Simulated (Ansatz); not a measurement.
B (model structure, started from the C4 type, I4₁32, No. 214, 4 atoms in the cell), treated with PBE0 (plane waves, PAW; Ansatz, an electronic-structure program).

Numerical settings: plane-wave cutoff 460 eV, 8×8×8 k mesh, Fermi–Dirac smearing 0.01 eV, scalar-relativistic PAW data made under PBE.

Cell (relaxed with PBEsol):

```
CELL_PARAMETERS angstrom
     -2.31651     2.31651     2.31651
      2.31651    -2.31651     2.31651
      2.31651     2.31651    -2.31651
ATOMIC_POSITIONS crystal
  B  0.00000 0.25000 0.50000
  B  0.25000 0.50000 0.00000
  B  0.50000 0.00000 0.25000
  B  0.25000 0.25000 0.25000
```

Question: Estimate the band gap, smallest direct gap on the k points sampled and direct gap at Γ that the calculation returns.

Answer: 
band gap: 3.14 eV (indirect)
smallest direct gap on the k points sampled: 4.41 eV
direct gap at Γ: 5.08 eV

Note: the relaxation could raise the start's symmetry but not lower it, so the cell can be a saddle point; cell and atoms aren't relaxed at this level (pressure 1.0 GPa).

Computing time: about 5 core-minutes (a rough figure).

A model structure was made by putting elements into a prototype or built by hand; it is no filed structure, need not be a known phase, and can be a saddle point held by its symmetry.
